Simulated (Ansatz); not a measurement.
A computed series for GaSb: response to strain

Consider GaSb in the zinc blende structure (space group F-43m, No. 216; a = 6.1115 Å).

Strains are applied to the cell and any free atomic positions relax.

Level of theory: PBEsol/PAW in Ansatz (a quantum-chemistry and plane-wave program), no SOC.

Computed cases, in order: isotropic strain −3.00 %; isotropic strain −2.50 %; isotropic strain −2.00 %; isotropic strain −1.50 %; isotropic strain −1.00 %; isotropic strain −0.50 %; the unstrained base; isotropic strain +0.50 %; isotropic strain +1.00 %; isotropic strain +1.50 %; isotropic strain +2.00 %; isotropic strain +2.50 %; isotropic strain +3.00 %.

Task: Between which two neighbouring cases does the band gap open or close?

Result: Between isotropic strain −0.50 % (0.11 eV) and the unstrained base (zero). The whole series: isotropic strain −3.00 %: 0.56 eV; isotropic strain −2.50 %: 0.52 eV; isotropic strain −2.00 %: 0.44 eV; isotropic strain −1.50 %: 0.33 eV; isotropic strain −1.00 %: 0.22 eV; isotropic strain −0.50 %: 0.11 eV; the unstrained base: zero; isotropic strain +0.50 %: zero; isotropic strain +1.00 %: zero; isotropic strain +1.50 %: zero; isotropic strain +2.00 %: zero; isotropic strain +2.50 %: zero; isotropic strain +3.00 %: zero.

Spin-orbit coupling, missing from the scalar runs, can matter with Sb. Whether these cells are dynamically stable was not tested. All final runs are without spin polarisation. The zero or small gap of GaSb can change with the level of theory.
